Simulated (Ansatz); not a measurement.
## Effect of uniaxial stress, 0.5 GPa tension along z on HfC

Consider HfC in the rock salt structure (space group Fm-3m, No. 225; a = 4.6406 Å; relaxed with 0.1 eV smearing). Axes: x, y, z lie along the cube axes.

Modification: uniaxial stress, 0.5 GPa tension along z; all other stress components relax to zero.

Computed with Kohn–Sham DFT with the r2SCAN functional, run in Ansatz (an electronic-structure program) with PAW and 500 eV plane waves, no SOC. Settings: 21×21×21 k-points, 0.1 eV Fermi–Dirac smearing.

The volume per atom is nearly the same (12.49 Å³ against 12.50 Å³) and the space group changes from Fm-3m (No. 225) to I4/mmm (No. 139). The shortest interatomic distance is still 2.320 Å and the energy is nearly the same. The band gap remains zero and the strain response (xx, yy, zz) is (−0.02, −0.02, +0.11) %.

Final structure:

```xyz
2
Lattice="0.0000 2.3199 2.3227 2.3199 0.0000 2.3227 2.3199 2.3199 0.0000" Properties=species:S:1:pos:R:3 pbc="T T T"
C      0.0000     0.0000     0.0000
Hf     2.3199     2.3199     2.3227
```

Beyond what the load breaks, stability against distortions was not tested. The final runs are not spin-polarised.
